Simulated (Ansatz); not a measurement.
Nb, response to strain

Base system: Nb in the bcc (W type) structure (space group Im-3m, No. 229; relaxed with 0.1 eV smearing).

```xyz
1
Lattice="-1.6242 1.6242 1.6242 1.6242 -1.6242 1.6242 1.6242 1.6242 -1.6242" Properties=species:S:1:pos:R:3 pbc="T T T"
Nb     0.0000     0.0000     0.0000
```

Cartesian axes are those of the cell as printed.

Strains are applied to the cell and any free atomic positions relax; under biaxial strain the out-of-plane vector relaxes too.

Calculations: Ansatz (a quantum-chemistry and plane-wave program) LDA, no SOC.

Candidates:
(a) biaxial strain +1.50 %, plane normal [001], relaxed out of plane
(b) biaxial strain +0.50 %, plane normal [001], relaxed out of plane
(c) biaxial strain −0.50 %, plane normal [001], relaxed out of plane
(d) biaxial strain +2.00 %, plane normal [001], relaxed out of plane

**Question.** Order them by out-of-plane strain, lowest first.

**Answer.** (d) biaxial strain +2.00 %, plane normal [001], relaxed out of plane (-2.23 %), (a) biaxial strain +1.50 %, plane normal [001], relaxed out of plane (-1.66 %), (b) biaxial strain +0.50 %, plane normal [001], relaxed out of plane (-0.54 %), (c) biaxial strain −0.50 %, plane normal [001], relaxed out of plane (+0.53 %)

Whether these cells are dynamically stable was not tested. The final runs are not spin-polarised.
